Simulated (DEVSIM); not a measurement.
System: Mo/TiO2/p-InP capacitor, at 250 K.

```tsv
layer (left to right)	material	thickness (nm)	Na (cm⁻³)
1	TiO2	23.0	-
2	InP	480	1.7e18
```

Metal gate on the left, work function 4.6 eV. Fixed charge at the semiconductor interface -1.3e11 cm⁻² (in units of +e); no interface traps.

This is a model device: material constants are rounded textbook-type values typed into the input, and sizes, dopings and lifetimes were drawn at random. Values at 300 K; Nc and Nv go as T^1.5, mobilities as T to minus their exponent, the gap by Varshni's rule with the affinity fixed.

```csv
parameter,TiO2,InP
gap (eV),3.2,1.344
affinity (eV),3.9,4.38
permittivity,60,12.5
Nc (cm⁻³),-,5.7e17
Nv (cm⁻³),-,1.1e19
Varshni α (eV/K),-,0.000363
Varshni β (K),-,162
```

Simulated with DEVSIM: 1D Poisson equation in equilibrium, Boltzmann statistics, complete ionisation; no quantum confinement or tunnelling. Metal contacts follow the ideal Schottky-Mott rule: no Fermi-level pinning, no interface dipoles.

The interface trap density was swept, all else fixed.

```json
[
 {"interface trap density (cm^-2 eV^-1)": "0", "flat-band voltage (V)": "-1.10", "minimum of the low-frequency capacitance (μF/cm²)": "0.307"},
 {"interface trap density (cm^-2 eV^-1)": "1e10", "flat-band voltage (V)": "-1.10", "minimum of the low-frequency capacitance (μF/cm²)": "0.309"},
 {"interface trap density (cm^-2 eV^-1)": "1e11", "flat-band voltage (V)": "-1.10", "minimum of the low-frequency capacitance (μF/cm²)": "0.320"},
 {"interface trap density (cm^-2 eV^-1)": "3e11", "flat-band voltage (V)": "-1.10", "minimum of the low-frequency capacitance (μF/cm²)": "0.344"},
 {"interface trap density (cm^-2 eV^-1)": "1e12", "flat-band voltage (V)": "-1.12", "minimum of the low-frequency capacitance (μF/cm²)": "0.420"},
 {"interface trap density (cm^-2 eV^-1)": "2e12", "flat-band voltage (V)": "-1.15", "minimum of the low-frequency capacitance (μF/cm²)": "0.523"}
]
```

From the first row to the last the flat-band voltage goes from -1.10 to -1.15. From the first row to the last the minimum of the low-frequency capacitance goes from 0.307 to 0.523.
